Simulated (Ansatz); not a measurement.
Take BaTiO$_{3}$ in the cubic perovskite structure (space group Pm-3m, No. 221) as the base.

```
CELL_PARAMETERS angstrom
      3.93456     0.00000     0.00000
      0.00000     3.93456     0.00000
      0.00000     0.00000     3.93456
ATOMIC_POSITIONS crystal
  Ba 0.00000 0.00000 0.00000
  Ti 0.50000 0.50000 0.50000
  O  0.50000 0.00000 0.50000
  O  0.00000 0.50000 0.50000
  O  0.50000 0.50000 0.00000
```

Calculations: LDA in Ansatz (plane waves to 420 eV, PAW, no spin-orbit coupling).

For the base:

- Pressure: -0.01 GPa

One thing is altered: an isotropic linear strain of +1.80 %, atoms relaxed at fixed cell.

Question: What does the calculation give for the pressure after the change?

Answer: The pressure decreases by 9.28 GPa to -9.29 GPa.

Question: Predict the new energy relative to the base.

Answer: The energy grows by 20 meV/atom.

No phonon test of stability was made. All final runs are without spin polarisation. Many cubic perovskites are stable only at high temperature; tilts and polar distortions were not tested. This is not the structure that BaTiO3 has at room temperature and ambient pressure.

Ansatz is a first-principles code.
